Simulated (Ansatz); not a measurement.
The starting structures come from a database of crystals and need not be the phases stable at ambient conditions.

 Where the default PAW files enter, the runs use the earlier of Ansatz's two default sets.

By PBEsol, the system below comes out a metal.

Data:

```yaml
crystal:
  lattice:
    - [3.77128, 0.00000, 0.00000]
    - [0.00000, 5.02731, 0.00000]
    - [0.00000, 0.00000, 7.14211]
  atoms:
    - { symbol: Si, position: [0.75000, 0.29080, 0.61334] }
    - { symbol: Si, position: [0.25000, 0.70920, 0.38666] }
    - { symbol: Si, position: [0.25000, 0.20920, 0.11334] }
    - { symbol: Si, position: [0.75000, 0.79080, 0.88666] }
    - { symbol: Ni, position: [0.75000, 0.45788, 0.29275] }
    - { symbol: Ni, position: [0.25000, 0.54212, 0.70725] }
    - { symbol: Ni, position: [0.25000, 0.04212, 0.79275] }
    - { symbol: Ni, position: [0.75000, 0.95788, 0.20725] }
    - { symbol: Ni, position: [0.75000, 0.32885, 0.93955] }
    - { symbol: Ni, position: [0.25000, 0.67115, 0.06045] }
    - { symbol: Ni, position: [0.25000, 0.17115, 0.43955] }
    - { symbol: Ni, position: [0.75000, 0.82885, 0.56045] }
```

Space group of this cell: Pnma. The cell is strained (all lengths scaled by 1.02); by PBEsol its mean pressure is -12.0 GPa.

The current flows along the normal of the first two printed cell vectors. No spin-orbit coupling; the value is a mean over 0.1 eV about the Fermi level.

### Question
Predict the ballistic conductance per area from PBEsol in Ansatz (a program for electronic structure).

### Answer
0.59 × 10¹⁵ S/m² for both spins.
